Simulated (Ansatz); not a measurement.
System: A15 Mo3Si. Method: PBE-D4 (Ansatz, an electronic-structure program, PAW).

Settings: plane-wave cutoff 500 eV, 8×8×8 k mesh, Fermi–Dirac smearing 0.05 eV, no spin polarisation, scalar-relativistic PAW data made under PBE.

Computed at the level's own relaxed cell.

Q: Predict the volume per atom and lattice parameter a.

A: 
* **volume per atom**: 14.41 Å³/atom
* **lattice parameter a**: 4.867 Å

Measured, for comparison: lattice constant a 4.889 Å (temperature not stated, copied from a table, unchecked, no zero-point or thermal correction; as tabulated in Dopovidi Akademii Nauk Ukrains'koi RSR, Seriya A: Fiziko-Tekhnichni ta Matematichni Nauki 1970, 553 (1970)). Computed (rounded) less measured: lattice constant a not scored (unchecked). A static lattice is as a rule a little smaller and stiffer than an uncorrected measurement, which narrows the difference in the lattice constant a and would widen misses of the other sign.

Computed values are for the static lattice.

Computing time: about 110 core-seconds (a rough figure).
